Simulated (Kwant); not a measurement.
Model: Hückel tight-binding model, one pz orbital an atom, one spin, coherent transport at 0 K (Kwant). Conductance is in e²/h.

System: π system c1ccc2c(c1)[nH]c1ccccc12 between two chain leads. The π system is taken as planar. Atoms are numbered from 0 in the order of the SMILES. Site energies (eV, carbon 0): [0.0, 0.0, 0.0, 0.0, 0.0, 0.0, -4.5, 0.0, 0.0, 0.0, 0.0, 0.0, 0.0]. Bonds (i, j, β in eV): (0,1,-3) (1,2,-3) (2,3,-3) (3,4,-3) (4,5,-3) (4,6,-2.4) (6,7,-2.4) (7,8,-3) (8,9,-3) (9,10,-3) (10,11,-3) (11,12,-3) (5,0,-3) (12,7,-3) (12,3,-3). Leads: chains of hopping −4.5 eV, joined by −0.6 eV to atoms 2 and 11.

Site energies and bond integrals are typed Hückel values.

Sweep values stay those of the base run.

One input was changed, with this effect: transmission at E = 0 0.00015 → 5.5e-6.

Problem. Which change was it?
A. contacts moved from atoms [2, 11] to [0, 5]
B. contacts moved from atoms [2, 11] to [1, 10]
C. contacts moved from atoms [2, 11] to [1, 11]
D. contacts moved from atoms [2, 11] to [1, 5]
E. contacts moved from atoms [2, 11] to [0, 1]
F. contacts moved from atoms [2, 11] to [2, 5]

Solution. C, contacts moved from atoms [2, 11] to [1, 11]
